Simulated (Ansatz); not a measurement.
# Worked example: self-consistent single point of NbH (Cmm2, 4 atoms in the cell) in Ansatz

Method: PBEsol, default PAW files made with PBE (plane waves; Ansatz, a quantum-chemistry and plane-wave program).

Input:

Ansatz 0.2 input:
```yaml
# NbH
crystal:
  lattice:
    - [1.839829, -2.386020, 0.000000]
    - [1.839829, 2.386020, 0.000000]
    - [0.000000, 0.000000, 4.789817]
  atoms:
    - { symbol: Nb, position_ang: [1.839829, -1.193010, 1.337695] }
    - { symbol: Nb, position_ang: [1.839829, 1.193010, 3.502123] }
    - { symbol: H, position_ang: [0.919914, 0.000000, 0.000000] }
    - { symbol: H, position_ang: [2.759743, 0.000000, 0.000000] }
basis:
  ecutwfc: 30.9 Ry
kpoints:
  mp_grid: { grid: [11, 11, 7] }
hamiltonian:
  xc: pbesol
  pseudopotentials: { kind: paw }
scf:
  occupations: { method: fermi_dirac, width: 0.0073 Ry }
output:
  forces: true
  eigenvalues: true
  stress: true
```

Log, with long lists cut:

```
WARN ansatz: RAYON_NUM_THREADS=1 ignored (pool sized by the plan → 1); use --threads N
Pseudopotentials: kind: paw
Pseudopotential: Nb, paw, valence charge 13
Pseudopotential: H, paw, valence charge 1
Crystal: 4 atoms, lattice volume = 42.053 Å³
Basis set: ecut = 420.4159175005146 eV, 793 PW (Γ), exchange–correlation on 48×48×72 points (8 copies of the dense FFT grid, shifted against one another)
Bands: 18, of which v1, the nominal top of the filled ones, is band 14 counted from 1 (13 counted from 0)
Symmetry: 4 space group operations
Space group: Cmm2 (ITA 35), of the structure as read, at distance tolerance 3.5e-5 Å
k-points: 144 of 847 (time reversal used)
PAW frozen core: Nb, regenerated for the run's functional, and the local potential with it
Initial density: superposition of atomic densities (neutral atoms: chi_scale 0, normalization atom), corrected by the library's trained network
Initial wavefunctions: pseudopotential atomic-orbital guess
Eigensolver: davidson
Functional: x = pbesol(κ = 0.804, μ = 0.12345679012345678), c = pbesol(β = 0.046)
SCF iter   1: F=—  HF=-9023.050146 eV  |F-HF|=—  |Δ(HF+E_count)|=         —  Δρ=6.80e-3  dr2=1.91e-2  ethr=1.77e-3  ⟨swp⟩=5.1  Hψ=11070  notcnv=0
all-band conjugate gradients solve this SCF's bands
preconditioner: auto → Kerker (q_TF=auto, 2.549 Å⁻¹)
SCF iter   2: F=—  HF=-9023.047530 eV  |F-HF|=—  |Δ(HF+E_count)|=   2.62e-3  Δρ=4.01e-3  dr2=7.21e-3  ethr=6.83e-5  ⟨swp⟩=1.8  Hψ=4167  notcnv=0
SCF iter   3: F=—  HF=-9023.045826 eV  |F-HF|=—  |Δ(HF+E_count)|=   1.70e-3  Δρ=5.25e-4  dr2=2.61e-4  ethr=2.57e-5  ⟨swp⟩=2.0  Hψ=3345  notcnv=0
SCF iter   4: F=—  HF=-9023.045778 eV  |F-HF|=—  |Δ(HF+E_count)|=   4.82e-5  Δρ=2.36e-4  dr2=4.70e-5  ethr=9.34e-7  ⟨swp⟩=2.0  Hψ=3302  notcnv=0
SCF iter   5: F=—  HF=-9023.045770 eV  |F-HF|=—  |Δ(HF+E_count)|=   7.91e-6  Δρ=9.18e-5  dr2=4.92e-6  ethr=1.68e-7  ⟨swp⟩=2.0  Hψ=3065  notcnv=0
SCF iter   6: F=-9023.045769 eV  HF=-9023.045769 eV  |F-HF|=3.31e-8  |Δ(HF+E_count)|=   8.84e-7  Δρ=1.40e-5  dr2=8.30e-8  ethr=3.57e-10  ⟨swp⟩=3.3  Hψ=10817  notcnv=0
SCF 1 converged in 6 iterations: F = -9023.045769 eV  dr2 = 8.30e-8
SCF converged after 6 iterations
Free energy (F): -9023.045769 eV
Harris-Foulkes:  -9023.045769 eV  (|F-HF|=3.31e-8)
Internal energy: -9023.012810 eV  (E = F + TS)
E sigma→0 (E₀):  -9023.029290 eV
Entropy (-TS):   -0.032960 eV (-8.240 meV/atom)
Fermi energy:    16.070119 eV
--- Per-component energies (eV) ---
  E_band       = -182.538511
  E_kinetic    = 815.510942
  E_local      = -1508.018884  (includes V_loc(G=0)·N_el)
  E_nonlocal   = 244.016184
  E_hartree    = 466.235235
  E_xc         = -367.080404
  E_vxc        = -448.650099  (∫ρ·V_xc dr)
  E_paw        = -6035.829276  (= ΣΔE_a)
  E_vpaw       = -217.864321  (= ΣTr[D̂ρ^β])
  E_aug_tail   = -0.002419  (compensation charges beyond the density's cutoff)
  E_ewald      = -2638.221604
  E_core_change = 0.377418  (= ΣΔE_core)
  E_smearing   = -0.032960  (= −TS)
  E_closure    = 0.000000  (closes the sum)
  Σ components = -9023.045769   (vs F -9023.045769, Δ=0.00e0)
--- Forces (eV/Å), atoms counted from 1 ---
  atom   1  Nb     0.00000000    -0.00000000    -0.74977128
  atom   2  Nb     0.00000000     0.00000000     0.50320324
  atom   3  H      0.00000000     0.00000000     0.12328247
  atom   4  H      0.00000000     0.00000000     0.12328247
  max |Σ_I F_I| component: 3.10e-6 eV/Å
--- Stress (GPa, compression-positive) ---
       -5.487798       0.000000      -0.000000
        0.000000      -5.180095      -0.000000
       -0.000000      -0.000000      -4.780441
  P = ⅓ Tr σ = -5.1494 GPa (-51.494 kbar)
  The stress holds the Pulay correction. Without it, at fixed plane waves, as pw.x and ABINIT print it: P = -5.2541 GPa
--- Band table (eV; the first three rows and the last of 144) ---
  k-point 0: bands = ["-38.9357", "-38.7600", "-15.5016", "-14.8766", "-14.5861", "-14.5449", "-14.5254", "-14.4926", "6.3462", "11.5778", "11.9708", "14.5023", "15.2402", "15.3753", "16.5859", "17.1515", "18.7722", "18.8128"]
  k-point 1: bands = ["-38.9297", "-38.7662", "-15.4607", "-14.8644", "-14.5918", "-14.5836", "-14.5279", "-14.5057", "6.4664", "11.6593", "11.9550", "14.2618", "15.0854", "15.4103", "16.5973", "17.1891", "18.6045", "18.6213"]
  k-point 2: bands = ["-38.9142", "-38.7821", "-15.3478", "-14.8330", "-14.7184", "-14.5770", "-14.5391", "-14.5344", "6.7655", "11.8108", "11.8792", "13.8962", "14.4808", "15.9055", "16.5756", "17.3068", "18.2728", "18.2729"]
  k-point 143: bands = ["-38.7667", "-38.6978", "-15.3237", "-15.1836", "-15.1690", "-14.9984", "-14.9237", "-14.7507", "8.5721", "11.8933", "12.9521", "13.0296", "13.9210", "15.2768", "16.3313", "17.2479", "19.9789", "20.3580"]
```

The run converged in 6 iterations.

The starting cell comes from a database of computed structures (which also holds hypothetical and non-ambient phases and stackings), without a prior relaxation at this level. Its lattice was rescaled by up to half a per cent. One atom was moved a little off its site on purpose. Spin polarisation is off. With a pressure of about -5 GPa the cell is away from its equilibrium volume at this level. Ansatz's pressure includes its estimate of the finite-basis (Pulay) stress.
